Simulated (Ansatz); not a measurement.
## Sr3Ti2O7: pressure series

Take Sr$_{3}$Ti$_{2}$O$_{7}$ (space group I4/mmm, No. 139; a = 3.8858 Å, c = 20.2126 Å) as the base.

Cell and atoms are relaxed at each pressure.

Computed with PBEsol/PAW in Ansatz (a quantum-chemistry and plane-wave program), no spin-orbit coupling.

```json
[
 {"change": "base", "band gap": "1.93 eV", "density": "5.12 g/cm³"},
 {"change": "pressure −2 GPa", "band gap": "1.91 eV", "density": "5.05 g/cm³"},
 {"change": "pressure −1 GPa", "band gap": "1.92 eV", "density": "5.09 g/cm³"},
 {"change": "pressure 0.3 GPa", "band gap": "1.93 eV", "density": "?"},
 {"change": "pressure 0.7 GPa", "band gap": "1.93 eV", "density": "5.14 g/cm³"},
 {"change": "pressure 1.5 GPa", "band gap": "1.94 eV", "density": "5.17 g/cm³"},
 {"change": "pressure 3 GPa", "band gap": "1.96 eV", "density": "5.22 g/cm³"},
 {"change": "pressure 5 GPa", "band gap": "1.97 eV", "density": "5.28 g/cm³"},
 {"change": "pressure 7.5 GPa", "band gap": "2.00 eV", "density": "5.35 g/cm³"},
 {"change": "pressure 10 GPa", "band gap": "2.01 eV", "density": "?"}
]
```

Task: Complete the table.

Result: 
- pressure 0.3 GPa, density: 5.13 g/cm³
- pressure 10 GPa, density: 5.42 g/cm³

Load acts through the strain it causes; cell and atoms are relaxed under it. Whether these cells are dynamically stable was not tested. No other phases were tried under pressure. All final runs are without spin polarisation.
